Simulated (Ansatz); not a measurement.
## Worked sum: formation energy of the neutral V_O in CaO (rock salt, Fm-3m)

This concerns the formation energy of the neutral V_O in CaO (rock salt, Fm-3m). Reaction: 32 CaO (rock salt) → cell A + 1/2 O2 (gas).

A: a supercell of 64 sites of CaO (rock salt, Fm-3m) with one empty O site amid 6 Ca; spin state with PBE: run without spin.

Setting: static, neutral cells in Ansatz (PAW) whose structures rest at the PBE level. Ansatz (an electronic-structure program) runs with its default PAW set. Other levels take these structures. The lattices are those relaxed with PBE, so at other levels the solids can be strained, which adds to the spread. Larger cells are relaxed from a start prepared with the learned potential CHGNet, on a coarser mesh till forces fall under 0.03 eV/Å, which some starts already meet. A dispersion term (D3(BJ), or D4 for r2SCAN) was computed beside these levels and is taken off wherever the name lacks it. Mesh and cell size may move defect energies by 0.1 eV or more. The value holds for the reservoirs listed; other chemical potentials shift it. Cell A has symmetry Pm-3m within 0.02 Å and got no random move, so less symmetric positions, which may lie lower, weren't tried.

Total energies of the cells in eV, at zero smearing width. They compare only within one column; the weights balance every element.

```csv
cell,atoms,weight,r2SCAN,PBEsol
A: CaO:V_O,63,+1,-76037.64819,-74893.86639
CaO (rock salt),64,−1,-76610.85646,-75458.87802
O2 (gas),2,+1/2,-1131.96020,-1116.56354
```

r2SCAN: (-76037.64819) − (-76610.85646) + 1/2 × (-1131.96020) = 7.228 eV.

PBEsol: (-74893.86639) − (-75458.87802) + 1/2 × (-1116.56354) = 6.730 eV.

What follows from the r2SCAN value: The value above is the O-rich limit, with O2 (gas) as reservoir. The host forms with -3.22 eV/atom at this level, so before it gives way to its other element Δμ(O) can go down to -3.22 × 2 = -6.44 eV (other compounds may narrow the range). The defect releases 1 O, so the O-poor limit is 7.23 + 1 × (-6.44) = 0.79 eV.
